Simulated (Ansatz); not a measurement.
**A computed series for hypothetical I4_132 As: pressure series**

Start from As (space group I4_132, No. 214; a hypothetical phase, not in the database extracts checked).

```cif
data_As4
_chemical_formula_sum 'As4'
_space_group_name_H-M_alt 'P 1'
_space_group_IT_number 1
_cell_length_a 6.05669
_cell_length_b 6.05669
_cell_length_c 6.05669
_cell_angle_alpha 109.471
_cell_angle_beta 109.471
_cell_angle_gamma 109.471
loop_
_space_group_symop_operation_xyz
  'x, y, z'
loop_
_atom_site_label
_atom_site_type_symbol
_atom_site_fract_x
_atom_site_fract_y
_atom_site_fract_z
_atom_site_occupancy
As1 As 0.00000 0.25000 0.50000 1
As2 As 0.25000 0.50000 0.00000 1
As3 As 0.50000 0.00000 0.25000 1
As4 As 0.25000 0.25000 0.25000 1
```

Cell and atoms are relaxed at each pressure.

Level of theory: PBE in Ansatz (plane waves to 420 eV, PAW, without spin-orbit coupling).

| P (GPa) | V (Å³/atom) |
|---|---|
| -1.98 | 46.172 |
| -0.99 | 44.289 |
| 0.30 | 42.325 |
| 0.70 | 41.790 |
| 1.50 | 40.809 |
| 3.00 | 39.223 |
| 5.00 | 37.502 |
| 7.50 | 35.726 |
| 10.00 | 34.135 |

A third-order Birch–Murnaghan fit to these points gives V₀ = 42.76 Å³/atom, B₀ = 30 GPa and B₀′ = 3.5. At pressure 10 GPa the volume is 79.8 % of V₀.

Load acts through the strain it causes; cell and atoms are relaxed under it. Stability against distortions was not tested. Competing high-pressure phases were not computed.

Ansatz is a first-principles code.
